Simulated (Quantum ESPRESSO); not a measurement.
A self-consistent single point of Ta (Im-3m, 1 atom in the cell) with Quantum ESPRESSO.

Method of the run: PBE, SSSP 1.1.2 precision (PBE) pseudopotentials (plane waves; Quantum ESPRESSO 7.5).

```xyz
1
Lattice="-1.6583 1.6583 1.6583 1.6583 -1.6583 1.6583 1.6583 1.6583 -1.6583" Properties=species:S:1:pos:R:3 pbc="T T T"
Ta     0.0000     0.0000     0.0000
```

Reference input (self-consistent single point, DFT, PBE, plane waves, SSSP 1.1.2 precision (PBE) pseudopotentials): ecutwfc = 50 Ry; ecutrho = 400 Ry; occupations = smearing; smearing = gaussian; degauss = 0.0073499 Ry; potentials = {Ta: Ta_pbe_v1.uspp.F.UPF}; K_POINTS = automatic 14 14 14 0 0 0; conv_thr = 1e-10 Ry. This run's input differs from it in these lines:

```diff
@@ -17,3 +17,3 @@
     smearing = 'gaussian',
-    degauss = 0.0073499,
+    degauss = 0.073499,
 /
@@ -27,3 +27,3 @@
 K_POINTS {automatic}
-14 14 14  0 0 0
+23 23 23  0 0 0
 CELL_PARAMETERS {angstrom}
```

Output (repeated stretches shortened):

```
     Self-consistent Calculation

     iteration #  1     ecut=    50.00 Ry     beta= 0.70

---- Real-time Memory Report at c_bands before calling an iterative solver
           139 MiB given to the printing process from OS
            63 MiB allocation reported by mallinfo(arena+hblkhd)
------------------

     Threshold (ethr) on eigenvalues was too large:
     Diagonalizing with lowered threshold

---- Real-time Memory Report at c_bands before calling an iterative solver
           185 MiB given to the printing process from OS
            70 MiB allocation reported by mallinfo(arena+hblkhd)
------------------

   [... lines left out ...]
           187 MiB given to the printing process from OS
            72 MiB allocation reported by mallinfo(arena+hblkhd)
------------------

     negative rho (up, down):  9.903E-02 0.000E+00

     total energy              =    -141.90408422 Ry
     estimated scf accuracy    <          1.1E-10 Ry

     iteration #  7     ecut=    50.00 Ry     beta= 0.70

---- Real-time Memory Report at c_bands before calling an iterative solver
           187 MiB given to the printing process from OS
            72 MiB allocation reported by mallinfo(arena+hblkhd)
------------------

     negative rho (up, down):  9.903E-02 0.000E+00
     End of self-consistent calculation

     the Fermi energy is    18.5423 ev

!    total energy              =    -141.90408422 Ry
     estimated scf accuracy    <          1.8E-11 Ry
     smearing contrib. (-TS)   =      -0.03942728 Ry
     internal energy E=F+TS    =    -141.86465694 Ry

     convergence has been achieved in   7 iterations

     negative rho (up, down):  9.903E-02 0.000E+00

     Forces acting on atoms (cartesian axes, Ry/au):

     atom    1 type  1   force =     0.00000000    0.00000000    0.00000000

     Total force =     0.000000     Total SCF correction =     0.000000

     negative rho (up, down):  9.903E-02 0.000E+00
          total   stress  (Ry/bohr**3)                   (kbar)     P=       26.00
   0.00017677   0.00000000   0.00000000           26.00        0.00        0.00
   0.00000000   0.00017677   0.00000000            0.00       26.00        0.00
   0.00000000   0.00000000   0.00017677            0.00        0.00       26.00

   JOB DONE.
```

The run converged in 7 iterations. Against the reference run the free energy falls by 289 meV/atom and the pressure goes from -0.05 to 2.60 GPa.

The starting cell has typed, rounded lattice constants, without a prior relaxation at this level. Its lattice was rescaled by up to half a per cent. Spin polarisation is off.

Cost on one core of a shared machine: roughly 40 s.
